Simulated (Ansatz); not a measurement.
Functionals compared on the (100) surface of fcc Ag in its 1x1 cell, outermost plane spacing 2.07 Å in the ideal cut, in Ansatz (plane waves, PAW). The structure was relaxed with PBE; the other rows are single points on it, each with its references at the same level. Cutoff 420 eV (500 eV for r2SCAN).

Set-up: 6 atoms, 10.4 Å thick at the start (thin: gaps and levels are the slab's own); mesh 13x13x1; 0.1 eV smearing; dipole correction on; all atoms relaxed; symmetry of the start imposed; no spin, no spin-orbit, no U. These notes are the PBE run's.

```tsv
functional	surface energy (J/m²)	work function of the top face (eV)	rough cost of the single point
PBE	0.82	4.26	–
LDA	1.27	4.68	very roughly 40 core-seconds
PBEsol	1.11	4.39	very roughly 30 core-seconds
RPBE	0.61	4.06	around 30 core-seconds (rough)
r2SCAN	1.01	4.20	about 70 core-seconds (a rough figure)
```

Ansatz is an electronic-structure program.
